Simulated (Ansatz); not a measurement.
We consider CuCrO2 (model structure, started from the alpha NaFeO2 type, R-3m, No. 166, 4 atoms in the cell), described by PBE in Ansatz (plane waves, PAW).

Numerical settings: plane-wave cutoff 500 eV, 16×16×16 k mesh, Fermi–Dirac smearing 0.05 eV, spin-polarised with parallel moments, scalar-relativistic PAW data made under PBE.

Cell (relaxed at this level):

```
CELL_PARAMETERS angstrom
      1.48463     0.85715     5.32290
     -1.48463     0.85715     5.32290
      0.00000    -1.71431     5.32290
ATOMIC_POSITIONS crystal
  Cr 0.00000 0.00000 0.00000
  Cu 0.50000 0.50000 0.50000
  O  0.26737 0.26737 0.26737
  O  0.73263 0.73263 0.73263
```

Question: Give the computed band gap.

Answer: 
band gap: 0.60 eV (on the SCF k mesh)

Note: the magnetic order was assumed, not searched for or taken from measurement; the relaxation could raise the start's symmetry but not lower it, so the cell can be a saddle point.

The computed numbers hold no vibrational or temperature effects.

Computing time: around 11 core-minutes (rough).

A model structure was made by putting elements into a prototype or built by hand; it is no filed structure, need not be a known phase, and can be a saddle point held by its symmetry.

Ansatz is a first-principles code.
